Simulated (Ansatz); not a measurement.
## A computed series for PtSe2: response to strain

Take PtSe2 in the CdI2 type structure (space group P-3m1, No. 164; a = 3.772 Å, c = 4.821 Å; layered; relaxed with 0.1 eV smearing) as the base. Axes: x lies along a and z along c of the hexagonal cell.

Strains are applied to the cell and any free atomic positions relax.

Computed with DFT with PBE-D3(BJ), PAW potentials and a 420 eV plane-wave cutoff in Ansatz (an electronic-structure program), without spin-orbit coupling.

Notes on the quantities. energy relative to the base: free energy F.

| change | volume per atom | energy relative to the base |
|---|---|---|
| base | 19.80 Å³ | 0 meV/atom |
| uniaxial strain ε_zz = −2.50 % | 19.31 Å³ | +2.7 meV/atom |
| uniaxial strain ε_zz = −1.50 % | 19.51 Å³ | +0.9 meV/atom |
| uniaxial strain ε_zz = −1.00 % | 19.61 Å³ | +0.4 meV/atom |
| uniaxial strain ε_zz = −0.50 % | 19.71 Å³ | +0.1 meV/atom |
| uniaxial strain ε_zz = +0.50 % | 19.90 Å³ | +0.1 meV/atom |
| uniaxial strain ε_zz = +1.00 % | 20.00 Å³ | +0.4 meV/atom |
| uniaxial strain ε_zz = +2.00 % | 20.20 Å³ | +1.4 meV/atom |
| uniaxial strain ε_zz = +2.50 % | 20.30 Å³ | +2.1 meV/atom |
| uniaxial strain ε_zz = +3.00 % | 20.40 Å³ | +3.0 meV/atom |

No phonon test of stability was made. All final runs are without spin polarisation.
